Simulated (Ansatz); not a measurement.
A user runs Ansatz (a first-principles code) on Sn15Os3O14 (P1, 32 atoms in the cell) and asks whether the run is sound. The aim is a self-consistent single point with DFT, LDA (PW92), plane waves, default PAW files made with PBE.

Cell that was meant: a = 7.1415 Å, b = 7.1415 Å, c = 12.9390 Å, α = 105.98°, β = 105.98°, γ = 59.52°.

Part of the input:

Ansatz 0.2 input:
```yaml
  pseudopotentials: { kind: paw }
scf:
  occupations: { method: cold, width: 0.2 eV }
  convergence: { dr2_threshold: 1.0e-02 eV }
output:
  forces: true
  eigenvalues: true
```

The program printed (abridged):

```
   [... lines left out ...]
PAW frozen core: O, regenerated for the run's functional, and the local potential with it
Initial density: superposition of atomic densities (neutral atoms: chi_scale 0, normalization atom), corrected by the library's trained network
Initial wavefunctions: pseudopotential atomic-orbital guess
Eigensolver: davidson
Functional: x = slater, c = lda
SCF iter   1: F=—  HF=-129323.566985 eV  |F-HF|=—  |Δ(HF+E_count)|=         —  Δρ=1.50e-2  dr2=1.44e0  ethr=1.77e-3  ⟨swp⟩=6.2  Hψ=3176  notcnv=0
all-band conjugate gradients solve this SCF's bands
preconditioner: auto → Resta (q_TF=auto, 2.529 Å⁻¹)
SCF iter   2: F=—  HF=-129323.296354 eV  |F-HF|=—  |Δ(HF+E_count)|=   2.71e-1  S|Δr|=   1.94e-6  Δρ=7.29e-3  dr2=3.90e-1  ethr=4.20e-4  ⟨swp⟩=2.0  Hψ=1197  notcnv=0  defer=78
   [... lines left out ...]
SCF iter   5: F=-129323.224943 eV  HF=-129323.226194 eV  |F-HF|=1.25e-3  |Δ(HF+E_count)|=   2.98e-3  S|Δr|=   2.37e-7  Δρ=5.17e-4  dr2=2.12e-3  ethr=2.92e-6  ⟨swp⟩=8.5  Hψ=5220  notcnv=0
solved again in the potential of the output density, the published upper band edge moves by more than its bar of 0.0100 eV — the edges read 10.286 and 11.860 …
SCF 1 converged in 5 iterations: F = -129323.224943 eV  dr2 = 2.12e-3
Stability not checked (fill_not_monotonic)
Free energy (F): -129323.224943 eV
F+E_penalty+E_count: -129323.224945 eV  (lagrangian_ev)
Internal energy: -129323.224943 eV  (E = F + TS)
E sigma→0 (E₀):  -129323.224943 eV
Entropy (-TS):   0.000000 eV (0.000 meV/atom)
Fermi energy:    11.219509 eV
--- Forces (eV/Å), atoms counted from 1 ---
  atom   1  Os    -0.46523755    -1.09832604     1.83822350
  atom   2  Os     0.80237780    -0.18474577    -1.02944155
   [... lines left out ...]
  atom  32  O     -0.37840117     0.01224682    -0.56757309
--- Stress (GPa, compression-positive) ---
       -0.552223       0.836301      -0.403151
        0.836286      -0.341156      -0.443295
       -0.403156      -0.443294      -1.977783
  P = ⅓ Tr σ = -0.9571 GPa (-9.571 kbar)
  The stress holds the Pulay correction. Without it, at fixed plane waves, as pw.x and ABINIT print it: P = -1.5038 GPa
```

Is this run sound? If not, what is wrong?

The results can be used. The input holds a convergence threshold that is too loose, which can do harm: a loop that stops early leaves an energy error of second order in the density error, but errors of first order in forces and stress. Here it did none. The run converged in 5 iterations, and against the sound input the free energy stays essentially unchanged (within 1 meV/atom), the pressure hardly changes (-0.97 to -0.96 GPa), the largest force moves little (2.729 to 2.730 eV/Å) and the gap on the mesh hardly changes (1.572 to 1.574 eV).

The sound input it was made from differs as follows (other fixes are possible):
```diff
-  convergence: { dr2_threshold: 1.0e-02 eV }
```

With that input, the run converged in 12 iterations: free energy E − TS (on the zero of these files) -129323.2259 eV; top of the valence band (on the code's own zero) 10.28 eV; gap on the k-point mesh 1.57 eV; pressure -0.97 GPa; largest force (vector length) 2.729 eV/Å (DFT, LDA (PW92), plane waves, default PAW files made with PBE).

On the sound input: the starting cell comes from a database of published, mostly measured structures (it also holds non-ambient and calculated ones), without a prior relaxation at this level. Its atoms were displaced at random from the sites of space group no. 8. Spin-orbit coupling is off. Forces in this geometry exceed 1 eV/Å. Ansatz's pressure includes its estimate of the finite-basis (Pulay) stress. Without the estimate this run gives -1.52 GPa.
